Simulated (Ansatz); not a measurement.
A computed series for TiTe2: pressure series

Take TiTe₂ in the CdI2 type structure (space group P-3m1, No. 164; layered, stacked along the Cartesian z axis) as the base.

```cif
data_Te2Ti
_chemical_formula_sum 'Ti1 Te2'
_space_group_name_H-M_alt 'P-3m1'
_space_group_IT_number 164
_space_group_name_Hall '-P 3 2"'
_cell_length_a 3.69732
_cell_length_b 3.69732
_cell_length_c 6.38398
_cell_angle_alpha 90.000
_cell_angle_beta 90.000
_cell_angle_gamma 120.000
loop_
_atom_site_label
_atom_site_type_symbol
_atom_site_symmetry_multiplicity
_atom_site_Wyckoff_symbol
_atom_site_fract_x
_atom_site_fract_y
_atom_site_fract_z
_atom_site_occupancy
Ti1 Ti 1 a 0.00000 0.00000 0.00000 1
Te1 Te 2 d 0.33333 0.66667 0.27110 1
```

Cell and atoms are relaxed at each pressure.

All numbers come from PBE-D3(BJ) (Ansatz, an electronic-structure program; PAW; 420 eV plane waves; no spin-orbit coupling).

```tsv
P (GPa)	V (Å³/atom)
-2.00	26.884
-1.00	25.893
0.30	25.010
0.70	24.784
1.50	24.379
3.00	23.726
5.00	23.008
7.50	22.264
10.00	21.640
```

A third-order Birch–Murnaghan fit to these points gives V₀ = 25.22 Å³/atom, B₀ = 40 GPa and B₀′ = 6.6. At pressure 10 GPa the volume is 85.8 % of V₀.

Load acts through the strain it causes; cell and atoms are relaxed under it. Whether these cells are dynamically stable was not tested. No other phases were tried under pressure. The final runs are not spin-polarised.
